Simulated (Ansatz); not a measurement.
The parent structure is YN in the rock salt structure (space group Fm-3m, No. 225; a = 4.8562 Å).

All numbers come from Ansatz (a quantum-chemistry and plane-wave program), PBEsol, PAW, cutoff 420 eV, no SOC.

One change was made to it. Results:

| quantity | base | after |
|---|---|---|
| band gap | 0.08 eV | zero |
| density | 5.97 g/cm³ | 6.82 g/cm³ |

Task: Which change produced these results?
(A) pressure 3 GPa
(B) pressure 30 GPa
(C) pressure 15 GPa
(D) pressure 100 GPa

Result: B, pressure 30 GPa. For comparison, the density in the other runs: pressure 15 GPa gives 6.43 g/cm³; pressure 100 GPa gives 8.14 g/cm³; pressure 3 GPa gives 6.07 g/cm³.

A case with no gap was solved on a k-mesh chosen for an insulator, which is coarse for it. Load acts through the strain it causes; cell and atoms are relaxed under it. No phonon test of stability was made. No other phases were tried under pressure. All final runs are without spin polarisation. Gaps under 0.05 eV, about the width of the smearing, are given as zero. The zero or small gap of YN can change with the level of theory.
